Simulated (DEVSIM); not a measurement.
Structure: Pd/Si3N4/p-Ge capacitor, at 300 K.

```tsv
layer (left to right)	material	thickness (nm)	Na (cm⁻³)
1	Si3N4	23.0	-
2	Ge	14000	1.7e15
```

Metal gate on the left, work function 5.2 eV. Fixed charge at the semiconductor interface -3.3e11 cm⁻² (in units of +e); no interface traps.

Constants are typed, rounded textbook-type inputs, not results; the design itself was drawn at random and stands for no fabricated device. Values at 300 K.

| parameter | Si3N4 | Ge |
|---|---|---|
| gap (eV) | 5.1 | 0.664 |
| affinity (eV) | 2.1 | 4 |
| permittivity | 7.5 | 16 |
| Nc (cm⁻³) | - | 1.04e19 |
| Nv (cm⁻³) | - | 6e18 |

DEVSIM, 1D Poisson equation in equilibrium, Boltzmann statistics, complete ionisation; no quantum confinement or tunnelling. Metal contacts follow the ideal Schottky-Mott rule: no Fermi-level pinning, no interface dipoles.

Q: Tabulate band edges, carrier densities and field at 2.15 V on the gate.

A: Energies count from the Fermi level of the right contact; mesh points crowd at the junctions.

```
x (μm)    Ec (eV)  Ev (eV)  n (cm⁻³)  p (cm⁻³)  field (V/cm)
--------  -------  -------  --------  --------  ------------
0.000       0.950   -4.150     < 1e2     < 1e2        420000
0.001834    1.028   -4.072     < 1e2     < 1e2        420000
0.006265    1.215   -3.885     < 1e2     < 1e2        420000
0.01514     1.590   -3.510     < 1e2     < 1e2        420000
0.02141     1.855   -3.245     < 1e2     < 1e2        420000
0.02308     0.024   -0.640    4.2e18     1.0e8        160000
0.02516     0.049   -0.615    1.6e18     2.8e8         97000
0.03429     0.101   -0.563    2.1e17     2.1e9         37000
0.05510     0.151   -0.513    3.1e16    1.4e10         17000
0.1107      0.218   -0.446    2.3e15    1.9e11          9700
0.2594      0.332   -0.332    2.8e13    1.6e13          6100
0.8830      0.452   -0.212    2.7e11    1.6e15           100
2.323       0.453   -0.211    2.6e11    1.7e15           ≈ 0
6.172       0.453   -0.211    2.6e11    1.7e15           ≈ 0
11.89       0.453   -0.211    2.6e11    1.7e15           ≈ 0
13.22       0.453   -0.211    2.6e11    1.7e15           ≈ 0
13.72       0.453   -0.211    2.6e11    1.7e15           ≈ 0
13.91       0.453   -0.211    2.6e11    1.7e15           ≈ 0
13.99       0.453   -0.211    2.6e11    1.7e15           ≈ 0
14.01       0.453   -0.211    2.6e11    1.7e15           ≈ 0
14.02       0.453   -0.211    2.6e11    1.7e15           ≈ 0
14.02       0.453   -0.211    2.6e11    1.7e15           ≈ 0
```
